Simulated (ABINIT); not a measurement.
# A short convergence ladder for As (R-3m, 2 atoms in the cell)

```yaml
crystal:
  lattice:
    - [3.69877, -1.88940, 0.00000]
    - [3.69877, 1.88940, 0.00000]
    - [2.73362, 0.00000, 3.12698]
  atoms:
    - { symbol: As, position: [0.23172, 0.23172, 0.23172] }
    - { symbol: As, position: [0.77300, 0.77300, 0.77300] }
```

Base method: PBE, norm-conserving pseudopotentials (PseudoDojo nc-sr-05 PBE standard) (plane waves; ABINIT).

Base settings: pseudos = [As.upf]; ecut = 1143 eV; ixc = 11; occopt = 3; tsmear = 0.1 eV; ngkpt = 5 5 5; nshiftk = 1; shiftk = 0 0 0; potentials = PseudoDojo nc-sr-05 PBE standard; nband = 21.

The count of work is k-points × plane waves × bands × iterations; it is no time. 

**The k-point mesh**

The second cell is the first with its lattice scaled by 0.98.

Only quantities that move along the ladder and can be compared are tabulated.

```tsv
ngkpt	free energy less the last step's (meV/atom)	energy of the compressed cell less the first (meV/atom)	pressure (GPa)	largest difference of a force vector from the last step's (eV/Å)	count of work / last
2 2 2	1002.30	116.38	12.02	2.289	0.044
3 3 3	-38.61	34.86	1.63	0.180	0.12
4 4 4	-13.14	27.28	0.95	0.210	0.32
5 5 5	-6.19	25.52	0.73	0.048	0.56
6 6 6	0.00	26.07	0.86	0.000	1.0
```

Coarsest ngkpt that holds the energy of the compressed cell less the first within 2 meV/atom of the last step, with all finer ones: 4 4 4, at 0.32 of the last step's count of work; the step before is off by 8.8 meV/atom.

Coarsest ngkpt that holds the pressure within 1 GPa of the last step, with all finer ones: 3 3 3, at 0.12 of the last step's count of work; the step before is off by 11 GPa.

Coarsest ngkpt that holds the forces within 0.02 eV/Å: not settled: the last two steps still differ by 0.048 eV/Å, over half the tolerance, so the ladder does not show it.

On the base run: the starting cell has typed, rounded lattice constants, without a prior relaxation at this level. Its lattice was rescaled by up to half a per cent. One atom was moved a little off its site on purpose. Without a gap this mesh is coarse (it stands for a supercell whose shortest vector is 19 Å).
